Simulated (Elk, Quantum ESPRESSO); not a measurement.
A Quantum ESPRESSO input for a self-consistent single point of Zr2Ni (I4/mcm, 6 atoms in the cell) (DFT, PBEsol, plane waves, GBRV 1.5 ultrasoft (PBESOL) pseudopotentials):

```fortran
&control
  calculation = 'scf',
  prefix = 'run',
  outdir = './tmp',
  pseudo_dir = './',
  tprnfor = .true.,
  tstress = .true.,
/
&system
  ibrav = 0,
  nat = 6,
  ntyp = 2,
  ecutwfc = 50,
  ecutrho = 400,
  occupations = 'smearing',
  smearing = 'fd',
  degauss = 0.0099958,
/
&electrons
  conv_thr = 1.0d-9,
/
ATOMIC_SPECIES
Zr    91.2240  zr_pbesol_v1.uspp.F.UPF
Ni    58.6934  ni_pbesol_v1.4.uspp.F.UPF
ATOMIC_POSITIONS crystal
Zr    0.66441000    0.16441000    0.82882000
Zr    0.33559000    0.83559000    0.17118000
Zr    0.16441000    0.33559000    0.50000000
Zr    0.83559000    0.66441000    0.50000000
Ni    0.25000000    0.25000000    0.00000000
Ni    0.75000000    0.75000000    0.00000000
K_POINTS automatic
5 5 5  0 0 0
CELL_PARAMETERS bohr
  -6.11415974     6.11415974     4.95092938
   6.11415974    -6.11415974     4.95092938
   6.11415974     6.11415974    -4.95092938
```

Q: Give the Elk input for the same structure, mesh, smearing and functional.

A: This is the input that was run; spellings and numerical settings could be chosen otherwise.

```
tasks
  0

xctype
  22

rgkmax
  8.0

gmaxvr
  16.0

nxlo
  2

lorbcnd
  .true.

rmtscf
  0.99

lmaxi
  3

stype
  3

swidth
  0.00499791

scale
  1.889726125

avec
   -3.2354740000    3.2354740000    2.6199190000
    3.2354740000   -3.2354740000    2.6199190000
    3.2354740000    3.2354740000   -2.6199190000

atoms
  2   : nspecies
  'Zr.in'   : spfname
  4   : natoms; atposl, bfcmt below
  0.6644100000  0.1644100000  0.8288200000    0.0 0.0 0.0
  0.3355900000  0.8355900000  0.1711800000    0.0 0.0 0.0
  0.1644100000  0.3355900000  0.5000000000    0.0 0.0 0.0
  0.8355900000  0.6644100000  0.5000000000    0.0 0.0 0.0
  'Ni.in'   : spfname
  2   : natoms; atposl, bfcmt below
  0.2500000000  0.2500000000  0.0000000000    0.0 0.0 0.0
  0.7500000000  0.7500000000  0.0000000000    0.0 0.0 0.0

ngridk
  5 5 5
```

Basis settings and potentials, where a program has them, do not carry over. This input uses DFT, PBEsol, all-electron FP-LAPW, Elk's shipped species files, APW+lo basis with extra local orbitals.

The starting cell comes from a database of computed structures (which also holds hypothetical and non-ambient phases and stackings), without a prior relaxation at this level. Its lattice was rescaled by a random factor within 2.5 % of one. For this run, on top of that: lattice scaled by 0.98.
